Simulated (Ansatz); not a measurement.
Converging the k-point mesh: MgSc (P4mm, 2 atoms in the cell)

```xyz
2
Lattice="3.6144 0.0000 0.0000 0.0000 3.6144 0.0000 0.0000 0.0000 3.6144" Properties=species:S:1:pos:R:3 pbc="T T T"
Mg     0.0000     0.0000     0.0500
Sc     1.8072     1.8072     1.8072
```

Method: PBEsol, default PAW files made with PBE (plane waves; Ansatz, a quantum-chemistry and plane-wave program).

Base settings: basis.ecutwfc = 420 eV; kpoints.mp_grid.grid = 9 9 9; hamiltonian.xc = pbesol; hamiltonian.pseudopotentials = {kind: paw} (the program's default PAW files); scf.occupations.method = gaussian; scf.occupations.width = 0.1 eV.

The second cell is the first with its lattice scaled by 0.98.

Only quantities that move along the ladder and can be compared are tabulated.

The count of work is k-points × plane waves × bands × iterations; it is no time. Core times come from one kind of shared machine, to one figure; runs under 30 s give none.

The starting cell comes from a database of computed structures (which also holds hypothetical and non-ambient phases and stackings), without a prior relaxation at this level. Its lattice was rescaled by up to half a per cent. One atom was moved a little off its site on purpose. Ansatz's pressure includes its estimate of the finite-basis (Pulay) stress.

Steps (kpoints.mp_grid.grid): 2 2 2; 3 3 3; 4 4 4; 5 5 5; 6 6 6; 7 7 7; 8 8 8; 9 9 9; 10 10 10; 11 11 11; 12 12 12; 13 13 13; 16 16 16; 18 18 18; 20 20 20; 22 22 22; 24 24 24; 27 27 27; 30 30 30.

Problem. What is the coarsest kpoints.mp_grid.grid that holds the free energy within 1 meV/atom of the last step, with all finer ones?

Solution. 8 8 8, at 0.034 of the last step's count of work; the step before is off by 2.4 meV/atom.

Problem. What is the coarsest kpoints.mp_grid.grid that holds the forces within 0.005 eV/Å of the last step, with all finer ones?

Solution. 4 4 4, at 0.0083 of the last step's count of work; the step before is off by 0.006 eV/Å.

Problem. What is the coarsest kpoints.mp_grid.grid that holds the pressure within 0.2 GPa of the last step, with all finer ones?

Solution. 5 5 5, at 0.0083 of the last step's count of work; the step before is off by 0.28 GPa.

| kpoints.mp_grid.grid | free energy less the last step's (meV/atom) | energy of the compressed cell less the first (meV/atom) | pressure (GPa) | largest difference of a force vector from the last step's (eV/Å) | count of work / last | core time / last (rough) |
|---|---|---|---|---|---|---|
| 2 2 2 | 16.82 | -1.17 | -1.52 | 0.050 | 0.0037 | – |
| 3 3 3 | 55.48 | -7.17 | -2.21 | 0.006 | 0.0028 | – |
| 4 4 4 | 43.10 | -2.49 | -1.75 | 0.000 | 0.0083 | – |
| 5 5 5 | -15.28 | -5.44 | -2.08 | 0.001 | 0.0083 | – |
| 6 6 6 | -4.44 | -5.30 | -2.04 | 0.002 | 0.018 | – |
| 7 7 7 | -2.41 | -6.16 | -2.13 | 0.000 | 0.018 | – |
| 8 8 8 | -0.44 | -5.04 | -2.01 | 0.001 | 0.034 | – |
| 9 9 9 | 0.12 | -5.47 | -2.05 | 0.001 | 0.034 | – |
| 10 10 10 | -0.42 | -5.25 | -2.03 | 0.001 | 0.058 | – |
| 11 11 11 | 0.53 | -5.22 | -2.03 | 0.001 | 0.058 | – |
| 12 12 12 | 0.04 | -5.15 | -2.02 | 0.000 | 0.090 | – |
| 13 13 13 | 0.19 | -5.19 | -2.03 | 0.000 | 0.090 | – |
| 16 16 16 | -0.09 | -5.25 | -2.03 | 0.000 | 0.19 | – |
| 18 18 18 | 0.00 | -5.27 | -2.03 | 0.000 | 0.25 | – |
| 20 20 20 | 0.03 | -5.23 | -2.03 | 0.000 | 0.33 | 0.2 |
| 22 22 22 | 0.02 | -5.21 | -2.03 | 0.000 | 0.43 | 0.3 |
| 24 24 24 | 0.01 | -5.21 | -2.03 | 0.000 | 0.54 | 0.4 |
| 27 27 27 | 0.00 | -5.21 | -2.03 | 0.000 | 0.68 | 0.5 |
| 30 30 30 | 0.00 | -5.20 | -2.03 | 0.000 | 1.0 | 1 |

The energy difference between the two cells stays within 1 meV/atom of the last step's from 5 5 5 on, the total only from 8 8 8 on: much of the error is common to both cells and cancels.

Keys are those of Ansatz 0.2.
